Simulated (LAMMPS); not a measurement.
Molecular dynamics of Pd (fcc) with 25 % of Pd sites Pt, 4000 atoms, at 1320 K and 0 GPa, heated as the crystal.

Model: classical MD, pair style eam, the elements' _u3.eam files (universal-3 set of Foiles, Baskes and Daw) (LAMMPS).

```yaml
state_found: crystal; no diffusion seen in 30 ps
density: 13.8049 ± 0.0005 g/cm³
volume_per_atom: 15.4671 ± 0.0006 Å³
enthalpy_per_atom: -3.9991 ± 0.0003 eV
first peak of g(r), Pd-Pt: 2.73 Å, height 3.5
coordination number of Pd by Pt: 3.08 (counted to 3.46 Å)
coordination number of Pt by Pd: 9.2 (counted to 3.46 Å)
first peak of g(r), Pd-Pd: 2.74 Å, height 3.5
coordination number of Pd by Pd: 9.1 (counted to 3.46 Å)
first peak of g(r), Pt-Pt: 2.72 Å, height 3.5
coordination number of Pt by Pt: 2.95 (counted to 3.42 Å)
most common Pd-Pd-Pt angle: in the 3° bin centred on 58.5° (mean of all 97°)
most common Pt-Pd-Pt angle: in the 3° bin centred on 58.5° (mean of all 97°)
most common Pd-Pd-Pd angle: in the 3° bin centred on 58.5° (mean of all 97°)
mean_frequency_of_the_velocity_spectrum: 3.2 THz
cost: roughly 8 core-minutes
```

Potential: the _u3.eam files of the LAMMPS distribution; the Cu file's header cites Foiles et al, Phys Rev B, 33, 7983 (1986).

Caution: the random arrangement on this lattice is imposed, and need not be a phase that exists in equilibrium. Caution: a run this short can hold a crystal over, or a liquid under, the potential's melting point.

States go by the mean squared displacement: a species diffuses where it passes 1.5 Å², still rises and gives D over 1e-6 cm²/s; a crystal has left its structure where atoms lie 0.35 Å off their sites on average or a cubic box changes its shape by 3 %.

Uncertainties are statistical and leave out the potential's own error.

```csv
r (Å),"g(r), Pd-Pt","g(r), Pd-Pd","g(r), Pt-Pt"
2.020,0.000,0.000,0.000
2.060,0.000,0.001,0.008
2.100,0.002,0.000,0.015
2.140,0.007,0.003,0.018
2.180,0.011,0.009,0.052
2.220,0.031,0.023,0.137
2.260,0.086,0.059,0.186
2.300,0.171,0.136,0.279
2.340,0.319,0.265,0.599
2.380,0.542,0.459,0.866
2.420,0.846,0.755,1.17
2.460,1.23,1.13,1.56
2.500,1.70,1.60,2.00
2.540,2.18,2.08,2.36
2.580,2.62,2.53,2.81
2.620,3.01,2.98,3.14
2.660,3.36,3.26,3.21
2.700,3.49,3.49,3.38
2.740,3.53,3.47,3.45
2.780,3.46,3.43,3.29
2.820,3.23,3.22,2.88
2.860,2.97,2.99,2.58
2.900,2.64,2.67,2.46
2.940,2.32,2.31,2.13
2.980,1.99,2.02,1.74
3.020,1.65,1.69,1.53
3.060,1.38,1.41,1.24
3.100,1.17,1.15,0.938
3.140,0.901,0.943,0.724
3.180,0.760,0.743,0.649
3.220,0.581,0.609,0.472
3.260,0.467,0.490,0.398
3.300,0.393,0.409,0.309
3.340,0.340,0.352,0.307
3.380,0.297,0.292,0.282
3.420,0.276,0.282,0.251
3.460,0.263,0.281,0.233
3.500,0.278,0.280,0.308
3.540,0.299,0.312,0.293
3.580,0.331,0.340,0.362
3.620,0.364,0.376,0.357
3.660,0.422,0.421,0.408
3.700,0.464,0.470,0.458
3.740,0.514,0.511,0.561
3.780,0.546,0.556,0.549
3.820,0.584,0.578,0.581
3.860,0.589,0.612,0.639
3.900,0.640,0.629,0.641
3.940,0.629,0.654,0.629
3.980,0.647,0.656,0.678
4.020,0.635,0.632,0.662
4.060,0.643,0.627,0.573
4.100,0.603,0.599,0.626
4.140,0.579,0.586,0.580
4.180,0.567,0.563,0.559
4.220,0.556,0.551,0.545
4.260,0.559,0.576,0.552
4.300,0.589,0.569,0.600
4.340,0.618,0.620,0.579
4.380,0.659,0.677,0.685
4.420,0.765,0.753,0.729
4.460,0.864,0.853,0.870
4.500,0.981,1.00,1.05
4.540,1.14,1.13,1.07
4.580,1.28,1.28,1.27
4.620,1.41,1.44,1.47
4.660,1.54,1.56,1.61
4.700,1.68,1.70,1.71
4.740,1.76,1.81,1.83
4.780,1.84,1.82,1.90
4.820,1.84,1.84,1.94
4.860,1.85,1.86,1.86
4.900,1.76,1.80,1.83
4.940,1.72,1.72,1.77
4.980,1.63,1.62,1.65
5.020,1.46,1.51,1.55
5.060,1.35,1.37,1.40
5.100,1.24,1.25,1.24
5.140,1.15,1.13,1.20
5.180,1.02,1.04,1.05
5.220,0.962,0.947,0.976
5.260,0.902,0.902,0.902
5.300,0.880,0.847,0.876
5.340,0.844,0.833,0.838
5.380,0.847,0.815,0.796
5.420,0.834,0.834,0.831
5.460,0.841,0.829,0.772
5.500,0.853,0.827,0.849
5.540,0.853,0.834,0.829
5.580,0.858,0.842,0.819
5.620,0.849,0.841,0.796
5.660,0.838,0.830,0.806
5.700,0.832,0.831,0.809
5.740,0.830,0.834,0.785
5.780,0.828,0.834,0.772
5.820,0.819,0.844,0.796
5.860,0.840,0.840,0.828
5.900,0.860,0.848,0.849
5.940,0.877,0.885,0.878
5.980,0.911,0.920,0.901
6.020,0.957,0.964,0.916
6.060,0.974,0.975,1.00
6.100,1.01,1.02,1.02
```

| frequency (THz) | spectral density (1/THz), total | spectral density (1/THz), Pd | spectral density (1/THz), Pt |
|---|---|---|---|
| 0.04500 | 0.0028 | 0.0017 | 0.0011 |
| 0.2260 | 0.0073 | 0.0044 | 0.0029 |
| 0.4060 | 0.0181 | 0.0108 | 0.0073 |
| 0.5870 | 0.0341 | 0.0200 | 0.0140 |
| 0.7670 | 0.0528 | 0.0305 | 0.0223 |
| 0.9480 | 0.0747 | 0.0420 | 0.0327 |
| 1.128 | 0.1031 | 0.0557 | 0.0475 |
| 1.309 | 0.1388 | 0.0723 | 0.0665 |
| 1.490 | 0.1774 | 0.0914 | 0.0860 |
| 1.670 | 0.2133 | 0.1121 | 0.1013 |
| 1.851 | 0.2426 | 0.1328 | 0.1099 |
| 2.031 | 0.2633 | 0.1515 | 0.1118 |
| 2.212 | 0.2764 | 0.1683 | 0.1081 |
| 2.393 | 0.2836 | 0.1840 | 0.0996 |
| 2.573 | 0.2832 | 0.1964 | 0.0867 |
| 2.753 | 0.2732 | 0.2018 | 0.0714 |
| 2.934 | 0.2568 | 0.1998 | 0.0571 |
| 3.115 | 0.2391 | 0.1929 | 0.0462 |
| 3.295 | 0.2210 | 0.1823 | 0.0387 |
| 3.476 | 0.2040 | 0.1703 | 0.0337 |
| 3.656 | 0.1928 | 0.1621 | 0.0307 |
| 3.837 | 0.1906 | 0.1614 | 0.0293 |
| 4.017 | 0.1968 | 0.1681 | 0.0287 |
| 4.198 | 0.2095 | 0.1816 | 0.0279 |
| 4.379 | 0.2242 | 0.1981 | 0.0260 |
| 4.559 | 0.2296 | 0.2073 | 0.0223 |
| 4.739 | 0.2149 | 0.1975 | 0.0173 |
| 4.920 | 0.1795 | 0.1671 | 0.0124 |
| 5.101 | 0.1343 | 0.1256 | 0.0086 |
| 5.281 | 0.0927 | 0.0866 | 0.0061 |
| 5.462 | 0.0626 | 0.0582 | 0.0044 |
| 5.643 | 0.0438 | 0.0404 | 0.0034 |
| 5.823 | 0.0324 | 0.0297 | 0.0027 |
| 6.004 | 0.0251 | 0.0230 | 0.0022 |
| 6.184 | 0.0204 | 0.0186 | 0.0018 |
| 6.364 | 0.0171 | 0.0156 | 0.0015 |
| 6.545 | 0.0144 | 0.0132 | 0.0013 |
| 6.726 | 0.0124 | 0.0113 | 0.0011 |
| 6.906 | 0.0107 | 0.0098 | 0.0009 |
| 7.087 | 0.0094 | 0.0086 | 0.0008 |
| 7.267 | 0.0082 | 0.0075 | 0.0007 |
| 7.448 | 0.0071 | 0.0065 | 0.0006 |
| 7.629 | 0.0061 | 0.0056 | 0.0005 |
| 7.809 | 0.0053 | 0.0049 | 0.0004 |
| 7.989 | 0.0047 | 0.0043 | 0.0004 |
| 8.170 | 0.0041 | 0.0037 | 0.0003 |
| 8.351 | 0.0035 | 0.0032 | 0.0003 |
| 8.531 | 0.0030 | 0.0028 | 0.0003 |
| 8.712 | 0.0027 | 0.0024 | 0.0002 |
| 8.893 | 0.0023 | 0.0021 | 0.0002 |
